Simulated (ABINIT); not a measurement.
## A self-consistent single point of Cr (Im-3m, 1 atom in the cell) with ABINIT

Method of the run: PBE, PAW (JTH v2.0 PBE PAW) (plane waves; ABINIT).

This input was run:

```
# Cr, JTH v2.0 PBE PAW
pp_dirpath "./"
pseudos "Cr.GGA_PBE-JTH.xml"
acell 2.5190946945 2.5190946945 2.5190946945 Angstrom
rprim
        -0.5773502692    0.5773502692    0.5773502692
         0.5773502692   -0.5773502692    0.5773502692
         0.5773502692    0.5773502692   -0.5773502692
natom 1
ntypat 1
znucl 24
typat 1
xcart
         0.0000000000    0.0000000000    0.0000000000
      Angstrom
ecut 30
pawecutdg 60
pawxcdev 0
nsppol 2
spinat 0 0 3
occopt 7
tsmear 0.2 eV
nband 14
kptopt 1
ngkpt 16 16 16
nshiftk 1
shiftk 0 0 0
nstep 50
tolvrs 1.0e-10
prtwf 0
prtden 0
prtvol 1
enunit 1
```

Output, abridged:

```
 Symmetries : space group Im -3 m (#229); Bravais cI (body-center cubic)

 -outvars: echo values of preprocessed input variables --------
            acell      4.7603990754E+00  4.7603990754E+00  4.7603990754E+00 Bohr
             ecut      3.00000000E+01 Hartree
           enunit           1
              ixc     -101130
         kptrlatt       16    0    0      0   16    0      0    0   16
          kptrlen      7.61663852E+01
            natom           1
            nband          14
            ngfft          24      24      24
          ngfftdg          36      36      36
             nkpt         145
           nspden           2
           nsppol           2
            nstep          50
             nsym          48
           ntypat           1
           occopt           7
        pawecutdg      6.00000000E+01 Hartree
         pawxcdev           0
            rprim     -5.7735026920E-01  5.7735026920E-01  5.7735026920E-01
                       5.7735026920E-01 -5.7735026920E-01  5.7735026920E-01
                       5.7735026920E-01  5.7735026920E-01 -5.7735026920E-01
          spgroup         229
           spinat      0.0000000000E+00  0.0000000000E+00  3.0000000000E+00
           tolvrs      1.00000000E-10
           tsmear      7.34986508E-03 Hartree
            typat      1
           useylm           1
            znucl       24.00000

== DATASET  1 ==================================================================

 Real(R)+Recip(G) space primitive vectors, cartesian coordinates (Bohr,Bohr^-1):
 R(1)= -2.7484177  2.7484177  2.7484177  G(1)=  0.0000000  0.1819229  0.1819229
 R(2)=  2.7484177 -2.7484177  2.7484177  G(2)=  0.1819229  0.0000000  0.1819229
 R(3)=  2.7484177  2.7484177 -2.7484177  G(3)=  0.1819229  0.1819229  0.0000000
 Unit cell volume ucvol=  8.3043988E+01 bohr^3
 Angles (23,13,12)=  1.09471221E+02  1.09471221E+02  1.09471221E+02 degrees

 Coarse grid specifications (used for wave-functions):

 getcut: wavevector=  0.0000  0.0000  0.0000  ngfft=  24  24  24
         ecut(hartree)=     30.000   => boxcut(ratio)=   2.04476

 Fine grid specifications (used for densities):

 getcut: wavevector=  0.0000  0.0000  0.0000  ngfft=  36  36  36
         ecut(hartree)=     60.000   => boxcut(ratio)=   2.16879

   3.78186631E+02                                ecore*ucvol(ha*bohr**3)

 newkpt: prtvol=0 or 1, do not print more k-points.
 newkpt: prtvol=0 or 1, do not print more k-points.
_setup2: Arith. and geom. avg. npw (full set) are     651.790     651.773

--- !BeginCycle
solver: {iscf: 17, nstep: 50, nline: 4, wfoptalg: 10, }
tolerances: {tolvrs: 1.00E-10, }
...

     iter   Etot(hartree)     deltaE(h) residm    nres2    magn
 ETOT  1  -86.650461477795    -8.67E+01 6.26E+00 2.30E+02 0.794
 ETOT  2  -87.486525710122    -8.36E-01 3.16E-01 9.48E+01 0.789
 ETOT  3  -87.403853464206     8.27E-02 1.34E-01 1.74E+01 0.199
 ETOT  4  -87.412641024112    -8.79E-03 6.72E-02 1.00E+01 0.009
 ETOT  5  -87.414736856865    -2.10E-03 4.81E-02 3.26E+00 0.065
 ETOT  6  -87.418810802804    -4.07E-03 2.19E-02 5.50E+00 0.038
   [... 8 lines left out ...]
 ETOT 15  -87.417634183044    -6.27E-10 1.76E-02 7.61E-07 0.000
 ETOT 16  -87.417634183107    -6.30E-11 6.31E-03 2.48E-08 0.000
 ETOT 17  -87.417634183089     1.86E-11 3.06E-03 4.69E-09 0.000
 ETOT 18  -87.417634183105    -1.58E-11 2.43E-03 5.21E-10 0.000
 ETOT 19  -87.417634183105    -8.81E-13 1.72E-03 2.64E-11 0.000

 At SCF step   19       nres2   =  2.64E-11 < tolvrs=  1.00E-10 =>converged.

 Cartesian components of stress tensor (hartree/bohr^3)
  sigma(1 1)=  5.05820333E-04  sigma(3 2)=  0.00000000E+00
  sigma(2 2)=  5.05820333E-04  sigma(3 1)=  0.00000000E+00
  sigma(3 3)=  5.05820333E-04  sigma(2 1)=  0.00000000E+00

 Integrated electronic and magnetization densities in atomic spheres:
 Radius=ratsph(iatom), smearing ratsm=  0.0000. Diff(up-dn)=approximate z local magnetic moment.
 Atom    Radius    up_density   dn_density  Total(up+dn)  Diff(up-dn)
    1   2.10818     6.063032     6.063032     12.126065     0.000000
  Sum:              6.063032     6.063032     12.126065     0.000000
 Total magnetization (from the atomic spheres):             0.000000
 Total magnetization (exact up - dn):                       0.000000

 ----iterations are completed or convergence reached----

 reduced coordinates (array xred) for    1 atoms
       0.000000000000      0.000000000000      0.000000000000
 cartesian forces (eV/Angstrom) at end:
    1     -0.00000000000000    -0.00000000000000    -0.00000000000000
 frms,max,avg= 0.0000000E+00 0.0000000E+00   0.000E+00  0.000E+00  0.000E+00 e/A
 length scales=  4.760399075410  4.760399075410  4.760399075410 bohr
              =  2.519094694500  2.519094694500  2.519094694500 angstroms
 Fermi (or HOMO) energy (eV) =   9.82259   Average Vxc (eV)= -12.87205
 Eigenvalues (   eV  ) for nkpt= 145  k points, SPIN UP:
 kpt#   1, nband= 14, wtk=  0.00024, kpt=  0.0000  0.0000  0.0000 (reduced coord)
 -62.11559  -32.94985  -32.94985  -32.94985    1.98523    8.99736    8.99736    8.99736
  10.90397   10.90397   31.87426   31.87426   31.87426   38.25689
 prteigrs : prtvol=0 or 1, do not print more k-points.

 Eigenvalues (   eV  ) for nkpt= 145  k points, SPIN DOWN:
 kpt#   1, nband= 14, wtk=  0.00024, kpt=  0.0000  0.0000  0.0000 (reduced coord)
 -62.11559  -32.94985  -32.94985  -32.94985    1.98523    8.99736    8.99736    8.99736
  10.90397   10.90397   31.87426   31.87426   31.87426   38.25679
 prteigrs : prtvol=0 or 1, do not print more k-points.

--- !EnergyTerms
comment             : Components of total free energy in Hartree
kinetic             :  1.51958689027856E+01
hartree             :  1.68710535520711E+01
xc                  : -4.73723982063340E+00
Ewald energy        : -6.48818554125742E+01
psp_core            :  4.55405191461338E+00
local_psp           : -4.90118941165935E+01
spherical_terms     : -5.40712008699992E+00
internal            : -8.74171350673309E+01
'-kT*entropy'       : -5.00271024641512E-04
total_energy        : -8.74176353383556E+01
total_energy_eV     : -2.37875483132549E+03
...

-Cartesian components of stress tensor (GPa)         [Pressure= -1.4882E+01 GPa]
- sigma(1 1)=  1.48817455E+01  sigma(3 2)=  0.00000000E+00
- sigma(2 2)=  1.48817455E+01  sigma(3 1)=  0.00000000E+00
- sigma(3 3)=  1.48817455E+01  sigma(2 1)=  0.00000000E+00

 Calculation completed.
```

The run converged in 19 iterations.

The starting cell was generated: these elements placed on a structure prototype, without a prior relaxation; it need not be a known phase or ordering of this composition. Its lattice was rescaled by a random factor within 2.5 % of one. The starting moments vanished: the run ended non-magnetic, which need not be the lowest state. With a pressure of about -15 GPa the cell is away from its equilibrium volume at this level.

Cost on one core of a shared machine: roughly 4 min.
